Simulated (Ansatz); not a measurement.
A calculation on AlB2-type HfB2 returned lattice constant a 3.145 Å, lattice parameter c 3.486 Å.

For reference: lattice constant a 3.14 Å (measured, temperature not stated, copied from a table, unchecked, no zero-point or thermal correction; as tabulated in Journal of Nuclear Materials 21, 14 (1967)); lattice parameter c 3.48 Å (measured, temperature not stated, copied from a table, unchecked, not corrected to a static lattice; as tabulated in Journal of Nuclear Materials 21, 14 (1967)).

Task: Which level of theory produced these numbers?
A) PBE (Ansatz (an electronic-structure program))
B) LDA (Ansatz)
C) Hartree–Fock (Ansatz)
D) PBEsol (Ansatz)

Result: A, PBE (Ansatz)

The others give: Hartree–Fock 3.175 Å, 3.577 Å; LDA 3.103 Å, 3.421 Å; PBEsol 3.128 Å, 3.446 Å.

Unless a cell is named, each level is at its own relaxed cell (Hartree–Fock 10.41, LDA 9.51, PBE 9.96, PBEsol 9.73 Å³/atom).

Ansatz's density-functional and Hartree–Fock values are scalar-relativistic unless marked +SOC, with PAW data made under PBE.
